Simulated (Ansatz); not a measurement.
The reference is LiH in the rock salt structure (space group Fm-3m, No. 225; a = 4.004 Å). Axes: x, y, z lie along the cube axes.

Method: DFT with r2SCAN, PAW potentials and a 500 eV plane-wave cutoff in Ansatz (a quantum-chemistry and plane-wave program), no spin-orbit coupling, earlier PAW set.

Before the change:

| Property | Result |
|---|---|
| Band gap | 3.63 eV |
| Pressure | 0.00 GPa |
| Smallest direct gap | 3.63 eV |

Perturbation: the symmetric strain tensor [0.0277 -0.0102 0.0046; -0.0102 -0.0125 -0.0120; 0.0046 -0.0120 -0.0080], atoms relaxed at fixed cell.

Problem. What does the calculation give for the band gap, pressure and smallest direct gap after the change?

Solution. The band gap falls by 0.45 eV, from 3.63 eV to 3.18 eV; the pressure (mean of the normal stresses, compression positive) goes from zero to -0.14 GPa; the smallest direct gap drops by 0.13 eV to 3.50 eV.

Stability against distortions was not tested.
